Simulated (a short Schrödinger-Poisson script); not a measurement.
System: gated Al0.4Ga0.6As/GaAs δ-doped gas in a quantum well, at 300 K.

| layer | material | thickness (nm) | Na (cm⁻³) |
|---|---|---|---|
| 1 | Al0.4Ga0.6As | 15 | - |
| 2 | Al0.4Ga0.6As | 2 | - |
| 3 | GaAs | 8 | - |
| 4 | Al0.4Ga0.6As | 4000 | 1e15 |

Constants are typed, rounded textbook-type inputs, not results; the design itself was drawn at random and stands for no fabricated device. Al0.4Ga0.6As: permittivity 11.76, conduction-band edge (eV) 0.316, gap (eV) 1.923, electron mass (mₑ) 0.1002, Nv at 300 K (cm⁻³) 9e18. GaAs: permittivity 12.9, conduction-band edge (eV) 0, gap (eV) 1.424, Nv at 300 K (cm⁻³) 9e18.

Channel valleys (confinement mass, in-plane density-of-states mass, number): Γ 0.067, 0.067, 1. At the gate the conduction-band edge of layer 1 lies 1.07 eV − eVg above the Fermi level of the channel; the field vanishes at the back. Sheet of ionised δ-doping: +3.7e12 e/cm² at 15 nm from the gate. The barrier under the gate holds no holes. Gaps are held at their typed values at every temperature. Mesh 0.08 nm at interfaces.

Solved with a short Schrödinger-Poisson script written for these runs: 1D Poisson equation in equilibrium, electrons quantum, Hartree plus LDA exchange-correlation (BenDaniel-Duke, 40 states a valley, the channel's in-plane mass for all, wave functions free to enter the barrier), parabolic valleys, classical holes, full ionisation, no traps, pinning or gate leakage.

The same stack at other levels of the model or other numerical settings:

```tsv
run	sheet density of all electrons at Vg = 0.5 V (cm⁻²)	sheet density of all electrons at Vg = 0 V (cm⁻²)	capacitance at Vg = 0.5 V (μF/cm²)	centroid of the channel electrons at Vg = 0.5 V (nm)	rough cost against the base
base	1.63e12	1.83e11	0.501	3.35	about 1
electrons treated as classical, Boltzmann	1.84e12	2.35e11	…	2.23	0.02
electrons treated as classical, Fermi-Dirac	1.63e12	2.20e11	…	3.14	0.08
electrons treated as quantum, Hartree	…	1.65e11	0.495	3.38	0.7
mesh six times as coarse	1.63e12	1.82e11	0.501	3.33	0.3
one subband a valley	1.62e12	1.83e11	0.497	3.33	0.3
```

### Question
What belongs in the gaps?

### Answer

- electrons treated as classical, Boltzmann, capacitance at Vg = 0.5 V (μF/cm²): 0.558
- electrons treated as quantum, Hartree, sheet density of all electrons at Vg = 0.5 V (cm⁻²): 1.58e12
- electrons treated as classical, Fermi-Dirac, capacitance at Vg = 0.5 V (μF/cm²): 0.487

The classical rows ignore confinement, and Boltzmann statistics overrate the density once the band edge passes the Fermi level.
